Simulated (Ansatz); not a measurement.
Base system: Na in the bcc (W type) structure (space group Im-3m, No. 229).

```xyz
1
Lattice="-2.0974 2.0974 2.0974 2.0974 -2.0974 2.0974 2.0974 2.0974 -2.0974" Properties=species:S:1:pos:R:3 pbc="T T T"
Na     0.0000     0.0000     0.0000
```

The values are results of PBE in Ansatz (plane waves to 420 eV, PAW, no spin-orbit coupling), not measurements.

Base values:

The lattice parameter a is 7.927 bohr.

It is then changed as follows: cell and atoms relaxed at a pressure of 0.7 GPa.

**Question.** What happens to the lattice parameter a?

**Answer.** The lattice parameter a decreases by 0.205 bohr, from 7.927 bohr to 7.722 bohr.

Load acts through the strain it causes; cell and atoms are relaxed under it. Whether these cells are dynamically stable was not tested.

Ansatz is a program for electronic structure.
